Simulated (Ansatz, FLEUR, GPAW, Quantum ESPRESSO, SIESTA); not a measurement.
## One structure in several programs: ZnFe3C (Pm-3m, 5 atoms in the cell)

Self-consistent single point.

```xyz
5
Lattice="3.7729 0.0000 0.0000 0.0000 3.7729 0.0000 0.0000 0.0000 3.7729" Properties=species:S:1:pos:R:3 pbc="T T T"
Zn     0.0000     0.0000     0.0000
Fe     1.8864     0.0000     1.8864
Fe     0.0000     1.8864     1.8864
Fe     1.8864     1.8864     0.0000
C      1.8864     1.8864     1.8864
```
Moments meant for the start (each program seeds them in its own way; μB, in the order of the atoms Zn Fe Fe Fe C): 0.0 4.0 4.0 4.0 0.0.

Shared settings, as Ansatz (an electronic-structure program) writes them: kpoints.mp_grid.grid = 7 7 7; scf.occupations.method = fermi_dirac; scf.occupations.width = 0.136 eV. Potentials and cutoffs stand in the table.

```tsv
code	model	pressure (GPa)	size of the net moment (μB/atom)	cutoff
Quantum ESPRESSO	LDA (PZ), GBRV 1.5 ultrasoft (LDA) pseudopotentials	-15.74	0.81	50 Ry
SIESTA	LDA PW92, numerical atomic orbitals DZP, PseudoDojo LDA standard norm-conserving potentials (rewritten from UPF to PSML)	-16.63	0.81	grid 300 Ry
GPAW	LDA (Perdew-Wang 92), GPAW PAW datasets LDA (gpaw-data 1.0.1)	–	0.79	900 eV
Ansatz	LDA (PW92), PAW files made with PBE	-16.13	0.79	default
FLEUR	LDA (Perdew-Zunger), all-electron FLAPW (FLEUR), scalar-relativistic valence	–	0.76	Kmax 4.7 1/bohr
```

A dash marks a value that a program does not give, or that is left out as unsure.

On Ansatz's run: the magnetic order is the one reached from the typed start; others were not searched systematically.

The spread over the programs that give each value: pressure within 0.89 GPa; size of the net moment within 0.05 μB/atom.

SIESTA uses small atom-centred bases, whose incompleteness enters pressures, forces and empty levels differently from a plane-wave cutoff. FLEUR treats all electrons, but the usual bases taken here (sphere radii, linearisation, local orbitals, empty states) were not tested for convergence, so the values are no reference for the others. Ansatz's pressure is given at a fixed set of plane waves, as the other plane-wave codes print theirs; with its correction for the finite basis it is -15.95 GPa. The pressure of GPAW is left out: its cutoff lies under the one at which its stress was checked. The same LDA comes in different parametrisations, which differ slightly.

The starting cell comes from a database of computed structures (which also holds hypothetical and non-ambient phases and stackings), without a prior relaxation at this level.

Left out of this page: ABINIT (with a known weakness of the program); Elk (failed or unconverged).

Keys are those of Ansatz 0.2.
